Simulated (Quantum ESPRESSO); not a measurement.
**σyz against shear in cubic perovskite BaTiO3 (space group 221): C44 (Quantum ESPRESSO, LDA)**

```
CELL_PARAMETERS angstrom
      3.94585     0.00000     0.00000
      0.00000     3.94585     0.00789
      0.00000     0.00789     3.94585
ATOMIC_POSITIONS crystal
  Ba 0.00000 0.00000 0.00000
  Ti 0.50000 0.50000 0.50000
  O  0.50000 0.00000 0.50000
  O  0.00000 0.50000 0.50000
  O  0.50000 0.50000 0.00000
```

Method of the run: LDA (PZ), GBRV 1.5 ultrasoft (LDA) pseudopotentials (plane waves; Quantum ESPRESSO). Settings: ecutwfc = 65 Ry; ecutrho = 520 Ry; occupations = smearing; smearing = fd; degauss = 0.000734986 Ry; potentials = {Ba: ba_lda_v1.uspp.F.UPF, Ti: ti_lda_v1.4.uspp.F.UPF, O: o_lda_v1.2.uspp.F.UPF}; K_POINTS = automatic 10 10 10 0 0 0; conv_thr = 1e-10 Ry. The cell above is the first row's. The rows shear the cubic cell: the yz and zy parts of the deformation are each γ/2. At γ = 0 the shear stress vanishes by symmetry. Stress is positive in tension. In all rows fractional positions and the k mesh are held.

| γ (%) | σyz (GPa) |
|---|---|
| 0.4 | 0.530 |
| 0.8 | 1.061 |
| 1.2 | 1.591 |
| 1.6 | 2.122 |
| 2.0 | 2.654 |
| 2.4 | 3.185 |
| 2.8 | ? |

### Question
Fit σyz against γ with a straight line, and predict the withheld value at γ = 2.8.

### Answer
With u = γ - 1.4, the rows have u = -1.0000, -0.6000, -0.2000, 0.2000, 0.6000, 1.0000. Means: u 0, σyz 1.8572. About the means, the sum of products is 3.7170 and the sum of squares of u is 2.8000; the slope is their ratio. Least squares gives σyz = 1.8572 + 1.32750·u. Residuals (row less fit): 0.0003, 0.0003, -0.0007, -0.0007, 0.0003, 0.0003; standard error 0.0006 (degrees of freedom: 4). The slope of the line, 1.32750 GPa per cent, gives C44 ≈ 100 × 1.32750 = 133 GPa, for the static lattice. At the withheld row, u = 1.4000, so σyz = 1.8572 + 1.32750 × 1.4000 = 3.7157 GPa. The calculation gives 3.718 GPa, 0.0023 GPa above the prediction (0.1 % of the range of σyz in the table). The row lies outside the fitted rows, so this is an extrapolation. From the scatter of the fitted rows alone, a prediction at this place has a standard error of 0.0008 GPa, so the miss is 2.9 times that.

Carrying the step between the two nearest rows on in a straight line would have given 3.716, off by 0.002; series whose last step already gives the withheld value aren't shown. The reference cell has the volume at which an earlier scan in this program and functional put its minimum by a fit. This is a high-temperature phase, held here by symmetry. The runs keep the symmetry of the cell, so they don't test it for distortions. The unstrained cell stands at a pressure of -0.06 GPa, and the constants belong to that pressure. By symmetry this strain leaves no force on the atoms; the largest in the rows is 0.000 eV/Å. Spin-orbit coupling is off. Cutoffs and mesh are single choices, not tested for convergence of this quantity. Series with a scatter that would blur these digits, or in which a gap closes, are not shown. Strain series were run only where this level's volume lies within 10 % of a first guess from the measured size.
